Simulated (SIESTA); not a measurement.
Band structure of Mg6ZnMo (Amm2, 8 atoms in the cell).

```yaml
crystal:
  lattice:
    - [4.84698, 0.00000, 0.00000]
    - [0.00000, 3.01796, 5.34007]
    - [0.00000, -3.01796, 5.34007]
  atoms:
    - { symbol: Mg, position: [0.50000, 0.67121, 0.16649] }
    - { symbol: Mg, position: [0.50000, 0.16649, 0.67121] }
    - { symbol: Mg, position: [0.00000, 0.82870, 0.34622] }
    - { symbol: Mg, position: [0.00000, 0.34622, 0.82870] }
    - { symbol: Mg, position: [0.00000, 0.32816, 0.32816] }
    - { symbol: Mg, position: [0.00000, 0.82375, 0.82375] }
    - { symbol: Zn, position: [0.50000, 0.16582, 0.16582] }
    - { symbol: Mo, position: [0.50000, 0.66963, 0.66963] }
```

Level of theory: GGA PBEsol, numerical atomic orbitals TZP, PseudoDojo PBEsol standard norm-conserving potentials (rewritten from UPF to PSML) in SIESTA 5.4.2.

Settings: XC.functional = GGA; XC.authors = PBEsol; potentials = PseudoDojo PBEsol standard; PAO.BasisSize = TZP; PAO.EnergyShift = 0.01 Ry; MeshCutoff = 300 Ry; kgrid.MonkhorstPack = 4 4 4; OccupationFunction = FD; ElectronicTemperature = 100 meV; MaxSCFIterations = 150; SCF.Mixer.Method = Broyden; SCF.Mixer.Weight = 0.25; SCF.Mixer.History = 6; SCF.DM.Tolerance = 1.0E-04.

The starting cell comes from a database of computed structures (which also holds hypothetical and non-ambient phases and stackings), without a prior relaxation at this level. Spin polarisation is off. Values carry the incompleteness of an atom-centred basis.

Levels in eV from the Fermi level, bands 44 to 49:
```tsv
point	44	45	46	47	48	49
Γ	-1.73	-1.30	-0.63	-0.49	-0.35	0.82
X	-1.13	-1.01	0.12	1.00	1.01	1.10
S	-0.96	-0.61	0.10	0.41	0.43	1.48
R	-1.73	-1.72	-0.70	-0.18	0.06	0.53
A	-0.81	-0.49	-0.41	-0.20	-0.20	0.50
Z	-1.19	-1.13	-0.85	-0.65	-0.30	-0.19
Y	-0.74	-0.45	0.00	0.33	0.54	1.67
X1	-1.13	-1.01	0.12	1.00	1.01	1.10
A1	-0.81	-0.49	-0.41	-0.20	-0.20	0.50
T	-1.76	-1.36	-0.49	-0.18	0.05	0.61
```

Bands cross the Fermi level along this path, so the cell is metallic at this level.

Higher empty bands are left out: an atom-centred basis made for the valence describes them poorly.
